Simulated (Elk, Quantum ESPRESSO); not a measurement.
An Elk input for a self-consistent single point of MgGeP2 (P-4m2, 4 atoms in the cell) (DFT, PBEsol, all-electron FP-LAPW, Elk's shipped species files, default APW+lo basis):

```
tasks
  0

xctype
  22

rmtscf
  0.91

swidth
  0.00183747

maxscl
  100

scale
  7.280396662

avec
    1.0000000000    0.0000000000    0.0000000000
    0.0000000000    1.0000000000    0.0000000000
    0.0000000000    0.0000000000    1.5332578868

atoms
  3
  'Mg.in'
  1
  0.0000000000  0.0000000000  0.0000000000    0.0 0.0 0.0
  'Ge.in'
  1
  0.5000000000  0.5000000000  0.5000000000    0.0 0.0 0.0
  'P.in'
  2
  0.0000000000  0.5000000000  0.2692100000    0.0 0.0 0.0
  0.5000000000  0.0000000000  0.7307900000    0.0 0.0 0.0

ngridk
  6 6 4
```

**Question.** Translate this input to Quantum ESPRESSO.

**Answer.** One input that does it (others would too):

```fortran
&CONTROL
 calculation = 'scf'
 prefix = 'pwscf'
 outdir = './work'
 pseudo_dir = './'
 tprnfor = .true.
 tstress = .true.
/
&SYSTEM
 ibrav = 0
 nat = 4
 ntyp = 3
 ecutwfc = 50
 ecutrho = 250
 occupations = 'smearing'
 smearing = 'fermi-dirac'
 degauss = 0.0036749
/
&ELECTRONS
 conv_thr = 1e-10
/
ATOMIC_SPECIES
Mg    24.3050  mg_pbesol_v1.4.uspp.F.UPF
Ge    72.6300  ge_pbesol_v1.4.uspp.F.UPF
P     30.9738  p_pbesol_v1.5.uspp.F.UPF
ATOMIC_POSITIONS {crystal}
Mg    0.0000000000    0.0000000000    0.0000000000
Ge    0.5000000000    0.5000000000    0.5000000000
P     0.0000000000    0.5000000000    0.2692100000
P     0.5000000000    0.0000000000    0.7307900000
K_POINTS {automatic}
6 6 4  0 0 0
CELL_PARAMETERS {angstrom}
   3.8526200000     0.0000000000     0.0000000000
   0.0000000000     3.8526200000     0.0000000000
   0.0000000000     0.0000000000     5.9070600000
```

Basis, cutoffs, solver keys and any potentials are the target program's own. This input uses DFT, PBEsol, plane waves, GBRV 1.5 ultrasoft (PBESOL) pseudopotentials.

The starting cell comes from a database of computed structures (which also holds hypothetical and non-ambient phases and stackings), without a prior relaxation at this level.
